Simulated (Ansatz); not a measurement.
We consider C (model structure, I4₁32, No. 214, 4 atoms in the cell), described by r²SCAN (PAW; Ansatz, a program for electronic structure).

Numerical settings: plane-wave cutoff 560 eV, 20×20×20 k mesh, Fermi–Dirac smearing 0.05 eV, scalar-relativistic PAW data made under PBE.

Cell (relaxed at this level):

```yaml
crystal:
  lattice:
    - [-2.05254, 2.05254, 2.05254]
    - [2.05254, -2.05254, 2.05254]
    - [2.05254, 2.05254, -2.05254]
  atoms:
    - { symbol: C, position: [0.00000, 0.25000, 0.50000] }
    - { symbol: C, position: [0.25000, 0.50000, 0.00000] }
    - { symbol: C, position: [0.50000, 0.00000, 0.25000] }
    - { symbol: C, position: [0.25000, 0.25000, 0.25000] }
```

Task: What does this level give for the bulk modulus?

Result: 
- bulk modulus: 267 GPa

The run finds no gap.

Note: the bulk modulus is −V dP/dV from two relaxed cells at ±2 % in volume; the relaxation could raise the start's symmetry but not lower it, so the cell can be a saddle point.

The computed numbers hold no vibrational or temperature effects.

Computing time: very roughly 2.1 core-minutes.

A model structure was made by putting elements into a prototype or built by hand; it is no filed structure, need not be a known phase, and can be a saddle point held by its symmetry.
